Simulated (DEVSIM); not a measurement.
System: abrupt Ge n-p junction, at 300 K.

```
layer (left to right)  material  thickness (μm)  Nd (cm⁻³)  Na (cm⁻³)   τn (s)   τp (s)
---------------------  --------  --------------  ---------  ---------  -------  -------
1                            Ge            96.0     4.5e17          -  0.00026  0.00026
2                            Ge           0.420          -     1.8e16  0.00026  0.00026
```

Left contact: ohmic. Right contact: ohmic. Voltage is applied to the left contact. Recombination: SRH at mid-gap, radiative. Mobility is μmin + (μ − μmin)/(1 + (N/Nref)^α).

Constants are typed, rounded textbook-type inputs, not results; the design itself was drawn at random and stands for no fabricated device. Values at 300 K; Nc and Nv go as T^1.5, mobilities as T to minus their exponent, the gap by Varshni's rule with the affinity fixed.

```
parameter               Ge
----------------  --------
gap (eV)             0.664
affinity (eV)            4
permittivity            16
Nc (cm⁻³)          1.04e19
Nv (cm⁻³)             6e18
μn (cm²/Vs)           3900
μp (cm²/Vs)           1900
μn,min                 150
μp,min                 100
Nref,n              2.6e17
Nref,p                4e17
αn                    0.56
αp                     0.6
T exponent of μn      1.66
T exponent of μp      2.33
B (cm³/s)          6.4e-14
Varshni α (eV/K)  0.000477
Varshni β (K)          235
```

DEVSIM, 1D drift-diffusion, Boltzmann statistics, complete ionisation; no tunnelling, impact ionisation, image-force lowering or self-heating.

The temperature was swept, all else fixed.

```json
[
 {"temperature (K)": "250", "potential step across the device at zero bias (V)": "0.502", "largest field in the device at zero bias (V/cm)": "46000"},
 {"temperature (K)": "300", "potential step across the device at zero bias (V)": "0.433", "largest field in the device at zero bias (V/cm)": "45000"},
 {"temperature (K)": "350", "potential step across the device at zero bias (V)": "0.360", "largest field in the device at zero bias (V/cm)": "44000"},
 {"temperature (K)": "400", "potential step across the device at zero bias (V)": "0.286", "largest field in the device at zero bias (V/cm)": "43000"},
 {"temperature (K)": "450", "potential step across the device at zero bias (V)": "0.213", "largest field in the device at zero bias (V/cm)": "42000"},
 {"temperature (K)": "500", "potential step across the device at zero bias (V)": "0.154", "largest field in the device at zero bias (V/cm)": "41000"}
]
```

From the first row to the last the potential step across the device at zero bias goes from 0.502 to 0.154. From the first row to the last the largest field in the device at zero bias goes from 46000 to 41000.
